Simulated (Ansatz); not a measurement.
Start from SrTiO3 in the cubic perovskite structure (space group Pm-3m, No. 221).

```
CELL_PARAMETERS angstrom
      3.90753     0.00000     0.00000
      0.00000     3.90753     0.00000
      0.00000     0.00000     3.90753
ATOMIC_POSITIONS crystal
  Sr 0.00000 0.00000 0.00000
  Ti 0.50000 0.50000 0.50000
  O  0.00000 0.50000 0.50000
  O  0.50000 0.50000 0.00000
  O  0.50000 0.00000 0.50000
```

All numbers come from r2SCAN, PAW, 500 eV (Ansatz, a program for electronic structure; spin-orbit coupling left out), earlier PAW set.

One change was made to it. Results:

The lattice parameter a falls by 4.73 pm, from 390.8 pm to 386.0 pm; the smallest direct gap increases by 0.058 eV, from 2.63 eV to 2.68 eV.

Task: Name the change that was made.
A. pressure 3 GPa
B. pressure −1 GPa
C. pressure 0.7 GPa
D. pressure 7.5 GPa

Result: D, pressure 7.5 GPa. For comparison, the lattice parameter a in the other runs: pressure −1 GPa gives 391.4 pm; pressure 0.7 GPa gives 390.3 pm; pressure 3 GPa gives 388.8 pm.

Load acts through the strain it causes; cell and atoms are relaxed under it. No phonon test of stability was made. No other phases were tried under pressure. The final runs are not spin-polarised. Many cubic perovskites are stable only at high temperature; tilts and polar distortions were not tested.
